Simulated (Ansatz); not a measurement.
# A computed series for HfC: response to strain

The reference is HfC in the rock salt structure (space group Fm-3m, No. 225; a = 4.607 Å; relaxed with 0.1 eV smearing). Axes: x, y, z lie along the cube axes.

Strains are applied to the cell and any free atomic positions relax; under biaxial strain the out-of-plane vector relaxes too.

Computed with plane-wave PAW DFT at the PBEsol level (Ansatz, an electronic-structure program, 420 eV), scalar-relativistic without spin-orbit coupling.

Notes on the quantities. energy relative to the base: free energy F.

```tsv
biaxial strain, plane normal [111], relaxed out of plane (%)	energy relative to the base (meV/atom)
0	0.0
0.42	?
0.83	2.8
1.25	6.3
1.67	11.1
2.08	17.1
2.5	24.5
```

**Question.** Fit ΔE = Aε² + Bε³ (ε in %) to the rows shown and predict the withheld row.

**Answer.** Least squares on the printed values gives A = 4.12 and B = -0.081 meV/atom (largest residual 0.0 meV/atom); this predicts 0.7 meV/atom, and the run gives 0.7 meV/atom, in agreement.

No phonon test of stability was made. The final runs are not spin-polarised.
